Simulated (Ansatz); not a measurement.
Ansatz (an electronic-structure program) is run on Cu₆PbSe₂Cl₅O₈ (C2/m, 44 atoms in the cell), and the run fails. The aim is a self-consistent single point with DFT, PBEsol, plane waves, default PAW files made with PBE.

Input:

Ansatz 0.2 input:
```yaml
# Cu6PbSe2Cl5O8
crystal:
  lattice:
    - [9.33750400, -3.10250500, 0.00000000]
    - [9.33750400, 3.10250500, 0.00000000]
    - [-7.56204900, 0.00000000, 13.46929800]
  atoms:
    - { symbol: Pb, position: [0.20355000, 0.20355000, 0.36175000] }
    - { symbol: Pb, position: [0.79645000, 0.79645000, 0.63825000] }
    - { symbol: Se, position: [0.64331000, 0.64331000, 0.20096000] }
    - { symbol: Se, position: [0.35669000, 0.35669000, 0.79904000] }
    - { symbol: Se, position: [0.87176000, 0.87176000, 0.29076000] }
    - { symbol: Se, position: [0.12824000, 0.12824000, 0.70924000] }
    - { symbol: Cu, position: [0.35347000, 0.35347000, 0.17075000] }
    - { symbol: Cu, position: [0.64653000, 0.64653000, 0.82925000] }
    - { symbol: Cu, position: [0.44034000, 0.44034000, 0.04588000] }
    - { symbol: Cu, position: [0.55966000, 0.55966000, 0.95412000] }
    - { symbol: Cu, position: [0.06832000, 0.06832000, 0.46595000] }
    - { symbol: Cu, position: [0.93168000, 0.93168000, 0.53405000] }
    - { symbol: Cu, position: [0.76877000, 0.25993000, 0.25651000] }
    - { symbol: Cu, position: [0.74007000, 0.23123000, 0.74349000] }
    - { symbol: Cu, position: [0.23123000, 0.74007000, 0.74349000] }
    - { symbol: Cu, position: [0.25993000, 0.76877000, 0.25651000] }
    - { symbol: Cu, position: [0.00000000, 0.00000000, 0.00000000] }
    - { symbol: Cu, position: [0.50000000, 0.50000000, 0.50000000] }
    - { symbol: Cl, position: [0.24015000, 0.24015000, 0.18655000] }
    - { symbol: Cl, position: [0.75985000, 0.75985000, 0.81345000] }
    - { symbol: Cl, position: [0.30232000, 0.30232000, 0.99163000] }
    - { symbol: Cl, position: [0.69768000, 0.69768000, 0.00837000] }
    - { symbol: Cl, position: [0.21055000, 0.21055000, 0.56044000] }
    - { symbol: Cl, position: [0.78945000, 0.78945000, 0.43956000] }
    - { symbol: Cl, position: [0.58684000, 0.58684000, 0.44753000] }
    - { symbol: Cl, position: [0.41316000, 0.41316000, 0.55247000] }
    - { symbol: Cl, position: [0.93796000, 0.93796000, 0.08085000] }
    - { symbol: Cl, position: [0.06204000, 0.06204000, 0.91915000] }
    - { symbol: O, position: [0.43960000, 0.43960000, 0.91760000] }
    - { symbol: O, position: [0.56040000, 0.56040000, 0.08240000] }
    - { symbol: O, position: [0.83122000, 0.40482000, 0.25090000] }
    - { symbol: O, position: [0.59518000, 0.16878000, 0.74910000] }
    - { symbol: O, position: [0.16878000, 0.59518000, 0.74910000] }
    - { symbol: O, position: [0.40482000, 0.83122000, 0.25090000] }
    - { symbol: O, position: [0.12050000, 0.69210000, 0.25330000] }
    - { symbol: O, position: [0.30790000, 0.87950000, 0.74670000] }
    - { symbol: O, position: [0.87950000, 0.30790000, 0.74670000] }
    - { symbol: O, position: [0.69210000, 0.12050000, 0.25330000] }
    - { symbol: O, position: [0.94590000, 0.94590000, 0.41530000] }
    - { symbol: O, position: [0.05410000, 0.05410000, 0.58470000] }
    - { symbol: O, position: [0.46030000, 0.46030000, 0.17950000] }
    - { symbol: O, position: [0.53970000, 0.53970000, 0.82050000] }
    - { symbol: O, position: [0.06860000, 0.06860000, 0.34180000] }
    - { symbol: O, position: [0.93140000, 0.93140000, 0.65820000] }
basis:
  ecutwfc: 420.0
kpoints:
  mp_grid: { grid: [2, 2, 1], shift: [0.5, 0.5, 0.5] }
hamiltonian:
  xc: pbesol
  pseudopotentials: { kind: paw }
scf:
  occupations: { method: fermi_dirac, width: 0.136 }
  max_iter: 4
output:
  forces: true
  eigenvalues: true
  stress: true
```

Output (repeated stretches shortened):

```
SCF iter   1: F=—  HF=-143842.944242 eV  |F-HF|=—  |Δ(HF+E_count)|=         —  Δρ=1.89e-2  dr2=2.63e0  ethr=1.77e-3  ⟨swp⟩=5.0  Hψ=2223  notcnv=0  defer=51
all-band conjugate gradients solve this SCF's bands
preconditioner: auto → LDOS
SCF iter   2: F=—  HF=-143842.895376 eV  |F-HF|=—  |Δ(HF+E_count)|=   4.89e-2  Δρ=1.40e-2  dr2=8.97e-1  ethr=5.42e-4  ⟨swp⟩=8.5  Hψ=4794  notcnv=0
SCF iter   3: F=—  HF=-143842.653032 eV  |F-HF|=—  |Δ(HF+E_count)|=   2.42e-1  Δρ=3.64e-3  dr2=1.11e-1  ethr=1.85e-4  ⟨swp⟩=7.0  Hψ=3715  notcnv=0
SCF iter   4: F=—  HF=-143842.653855 eV  |F-HF|=—  |Δ(HF+E_count)|=   8.22e-4  Δρ=2.23e-3  dr2=3.60e-2  ethr=2.28e-5  ⟨swp⟩=5.5  Hψ=3089  notcnv=0
Error: did not converge after 4 iterations: dr2 = 3.60e-2 (threshold 1.00e-7), under the density mixer `msr1`, which `scf.mixing.algorithm: auto` chose by the deck's other keys (type `scf.mixing.algorithm: msr1` to keep it); raise `scf.max_iter`, which need not help a stalled SCF, or adjust the mixing (`scf.mixing`) or, under a smearing, its width (`scf.occupations.width`, in either direction: another width is another result); this SCF holds its density and magnetisation to the symmetry operations that it keeps, and cannot end on a state that breaks one of them: if the state sought breaks one, re-run with `crystal.symmetry.detect: false`, without `crystal.symmetry.time_reversal: [...]
```

### Question
Diagnose the run.

### Answer
The fault is an iteration limit that is too low. The loop is cut before its threshold is met, so whatever is printed at the end is not self-consistent. To fix it, raise the limit, or leave it to the default. The run ended unconverged after 4 iterations.

The sound input it was made from differs as follows (other fixes are possible):
```diff
-  max_iter: 4
```

With that input, the run converged in 14 iterations: free energy E − TS (on the zero of these files) -143842.6527 eV; pressure -1.91 GPa; largest force (vector length) 0.934 eV/Å (DFT, PBEsol, plane waves, default PAW files made with PBE).

On the sound input: the starting cell comes from a database of published, mostly measured structures (it also holds non-ambient and calculated ones), without a prior relaxation at this level. Its lattice was rescaled by a random factor within 2.5 % of one. Spin-orbit coupling is off. Spin polarisation is off, so a magnetic state, if there is one, cannot be reached. Ansatz's pressure includes its estimate of the finite-basis (Pulay) stress. A gap is left out here, as mesh or smearing make it unsure.
